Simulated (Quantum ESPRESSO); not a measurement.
# Pressure against volume in cubic perovskite SrTiO3 (space group 221) (Quantum ESPRESSO, PBE)

```xyz
5
Lattice="3.8356 0.0000 0.0000 0.0000 3.8356 0.0000 0.0000 0.0000 3.8356" Properties=species:S:1:pos:R:3 pbc="T T T"
Sr     0.0000     0.0000     0.0000
Ti     1.9178     1.9178     1.9178
O      1.9178     0.0000     1.9178
O      0.0000     1.9178     1.9178
O      1.9178     1.9178     0.0000
```

Computed with PBE, PSlibrary PAW (PBE) pseudopotentials (plane waves; Quantum ESPRESSO 7.5). Settings: ecutwfc = 78 Ry; ecutrho = 858 Ry; occupations = smearing; smearing = fermi-dirac; degauss = 0.000734986 Ry; K_POINTS = automatic 8 8 8 0 0 0; conv_thr = 1e-10 Ry; mixing_beta = 0.3. The cell above is the first row's. The rows scale it uniformly. In all rows fractional positions and the k mesh are held.

```csv
V (Å^3/atom),P (GPa)
11.285,16.39
11.531,11.47
11.776,7.06
12.021,3.11
12.267,-0.44
12.512,-3.62
12.757,-6.48
13.003,-9.04
13.248,?
```

The 8 complete rows are fitted with a cubic, P against V. With u = V - 12.1, the rows have u = -0.8150, -0.5690, -0.3240, -0.0790, 0.1670, 0.4120, 0.6570, 0.9030. Least squares gives P = 1.925 - 14.7437·u + 3.3010·u² - 0.4714·u³. Residuals (row less fit): 0.001, 0.000, -0.005, -0.001, 0.007, 0.002, -0.010, 0.004; standard error 0.007 (degrees of freedom: 4). The fitted pressure is zero at V0 = 12.23, where dP/dV = -13.88, so B0 = -V0·dP/dV = 170 GPa.

Estimate the missing P (V = 13.248); what did the run itself give?

u = 1.1480, so P = 1.925 - 14.7437 × 1.1480 + 3.3010 × 1.1480² - 0.4714 × 1.1480³ = -11.364 GPa. The calculation gives -11.34 GPa, 0.024 GPa above the prediction (0.1 % of the range of P in the table). The row lies outside the fitted rows, so this is an extrapolation. From the scatter of the fitted rows alone, a prediction at this place has a standard error of 0.018 GPa, so the miss is 1.3 times that.

Carrying the step between the two nearest rows on in a straight line would have given -11.59, off by 0.25; series whose last step already gives the withheld value aren't shown. The scan was laid around a cell of about the measured size, scaled by a guess for this functional. This is the room-temperature phase, which distorts on cooling and is held here by symmetry. The runs keep the symmetry of the cell, so they don't test it for distortions. Cutoffs and mesh are single choices, not tested for convergence of this quantity. Series with a scatter that would blur these digits, or in which a gap closes, are not shown.
